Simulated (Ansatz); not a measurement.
Ansatz (a program for electronic structure) run on C (Fd-3m, 2 atoms in the cell): self-consistent single point.

Method of the run: PBE, PAW files (plane waves; Ansatz).

The change in words: lattice scaled by 0.98. Reference geometry:
```yaml
crystal:
  lattice:
    - [0.00000, 1.78038, 1.78038]
    - [1.78038, 0.00000, 1.78038]
    - [1.78038, 1.78038, 0.00000]
  atoms:
    - { symbol: C, position: [0.50000, 0.50000, 0.50000] }
    - { symbol: C, position: [0.75000, 0.75000, 0.75000] }
```

Reference input (self-consistent single point, DFT, PBE, plane waves, PAW files): basis.ecutwfc = 420 eV; kpoints.mp_grid.grid = 13 13 13; hamiltonian.xc = pbe; hamiltonian.pseudopotentials = {kind: paw} (the program's default PAW files); scf.occupations.method = fermi_dirac; scf.occupations.width = 0.01 eV. This run's input differs from it in these lines:

Ansatz 0.2 input:
```diff
@@ -2,8 +2,8 @@
   lattice:
-    - [0.00000000, 1.78037500, 1.78037500]
-    - [1.78037500, 0.00000000, 1.78037500]
-    - [1.78037500, 1.78037500, 0.00000000]
+    - [0.00000000, 1.74476800, 1.74476800]
+    - [1.74476800, 0.00000000, 1.74476800]
+    - [1.74476800, 1.74476800, 0.00000000]
   atoms:
-    - { symbol: C, position_ang: [1.78037500, 1.78037500, 1.78037500] }
-    - { symbol: C, position_ang: [2.67056250, 2.67056250, 2.67056250] }
+    - { symbol: C, position_ang: [1.74476800, 1.74476800, 1.74476800] }
+    - { symbol: C, position_ang: [2.61715200, 2.61715200, 2.61715200] }
 basis:
```

The program printed (abridged):

```
SCF iter   1: F=—  HF=-502.204626 eV  |F-HF|=—  |Δ(HF+E_count)|=         —  Δρ=1.55e-1  dr2=1.79e0  ethr=3.10e-3  ⟨swp⟩=4.9  Hψ=4360  notcnv=0
all-band conjugate gradients solve this SCF's bands
preconditioner: auto → none
SCF iter   2: F=—  HF=-501.600706 eV  |F-HF|=—  |Δ(HF+E_count)|=   6.04e-1  Δρ=6.10e-2  dr2=2.48e-1  ethr=3.10e-3  ⟨swp⟩=2.6  Hψ=1955  notcnv=0
SCF iter   3: F=—  HF=-501.536332 eV  |F-HF|=—  |Δ(HF+E_count)|=   6.44e-2  Δρ=6.27e-3  dr2=1.30e-3  ethr=3.09e-3  ⟨swp⟩=3.0  Hψ=1344  notcnv=0
SCF iter   4: F=—  HF=-501.536882 eV  |F-HF|=—  |Δ(HF+E_count)|=   5.50e-4  Δρ=2.98e-4  dr2=4.08e-6  ethr=1.63e-5  ⟨swp⟩=2.9  Hψ=1198  notcnv=0
SCF iter   5: F=—  HF=-501.536884 eV  |F-HF|=—  |Δ(HF+E_count)|=   2.54e-6  Δρ=3.57e-5  dr2=3.15e-8  ethr=1.25e-9  ⟨swp⟩=5.9  Hψ=3513  notcnv=0
SCF iter   6: F=-501.536885 eV  HF=-501.536885 eV  |F-HF|=8.88e-11  |Δ(HF+E_count)|=   6.41e-8  Δρ=3.57e-6  dr2=4.41e-10  ethr=3.93e-10  ⟨swp⟩=2.0  Hψ=2220  notcnv=0
SCF 1 converged in 6 iterations: F = -501.536885 eV  dr2 = 4.41e-10
Free energy (F): -501.536885 eV
Internal energy: -501.536885 eV  (E = F + TS)
E sigma→0 (E₀):  -501.536885 eV
Fermi energy:    16.711203 eV
--- Forces (eV/Å), atoms counted from 1 ---
  atom   1  C      0.00000000     0.00000000    -0.00000000
  atom   2  C      0.00000000    -0.00000000     0.00000000
--- Stress (GPa, compression-positive) ---
       34.320941      -0.000000      -0.000000
        0.000000      34.320941       0.000000
        0.000000       0.000000      34.320941
  P = ⅓ Tr σ = 34.3209 GPa (343.209 kbar)
  The stress holds the Pulay correction. Without it, at fixed plane waves, as pw.x and ABINIT print it: P = 33.7209 GPa
```

The run converged in 6 iterations. Against the reference run the free energy goes up by 38.3 meV/atom, the pressure goes from 4.03 to 34.32 GPa and the gap on the mesh goes from 4.162 to 4.296 eV.

The starting cell comes from a database of computed structures (which also holds hypothetical and non-ambient phases and stackings), without a prior relaxation at this level. For this run, on top of that: lattice scaled by 0.98. With a pressure of about 34 GPa the cell is away from its equilibrium volume at this level. Ansatz's pressure includes its estimate of the finite-basis (Pulay) stress. Without the estimate this run gives 33.72 GPa.
